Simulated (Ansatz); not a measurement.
FeNi3 with two functionals

Base system: FeNi3 in the Cu3Au type structure (space group Pm-3m, No. 221; a = 3.544 Å; ferromagnetic).

(Cell as relaxed with PBE.)

Levels (all Ansatz, a program for electronic structure, PAW): PBE (420 eV, without spin-orbit coupling); PBEsol (420 eV, no spin-orbit coupling).

Each level relaxes its own structure.

```
quantity                       PBE  PBEsol
-------------------  -------------  ------
volume per atom           11.13 Å³       ?
lattice parameter a        3.544 Å       ?
band gap                      zero       ?
magnetic state       ferromagnetic       ?
largest site moment        2.91 μB       ?
```

Question: Predict the PBEsol column.

Answer: 
- volume per atom, PBEsol: 10.62 Å³
- lattice parameter a, PBEsol: 3.489 Å
- band gap, PBEsol: zero
- magnetic state, PBEsol: ferromagnetic
- largest site moment, PBEsol: 2.84 μB

PBE's volume per atom lies 0.51 Å³ above PBEsol's (4.8 %); PBE's lattice parameter a lies 0.055 Å above PBEsol's (1.6 %); PBE's largest site moment lies 0.07 μB above PBEsol's; the two agree on the band gap and magnetic state. Neither level is exact; PBEsol is the comparison here, not a measurement.

The magnetic state is the one reached from the starting moments; the real material's order can differ, and small cells can't hold many antiferromagnetic ones. No phonon test of stability was made.
